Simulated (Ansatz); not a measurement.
Start from BeTe in the zinc blende structure (space group F-43m, No. 216; a = 5.657 Å). Axes: x, y, z lie along the cube axes.

All numbers come from r2SCAN (Ansatz, a program for electronic structure; PAW; 500 eV plane waves; scalar-relativistic without spin-orbit coupling).

Base values:

- Band gap: 2.37 eV

Perturbation: a pure shear with ε_xy = ε_yx = 0.0057, atoms relaxed at fixed cell.

What happens to the stress and band gap?

The stress (xx, yy, zz, yz, xz, xy; compression positive) comes out as (0.02, 0.02, 0.01, 0.00, 0.00, -0.60) GPa; the band gap decreases by 0.055 eV to 2.32 eV.

Spin-orbit coupling, missing from the scalar runs, can matter with Te. The cells carry an imposed strain or load. No phonon test of stability was made.
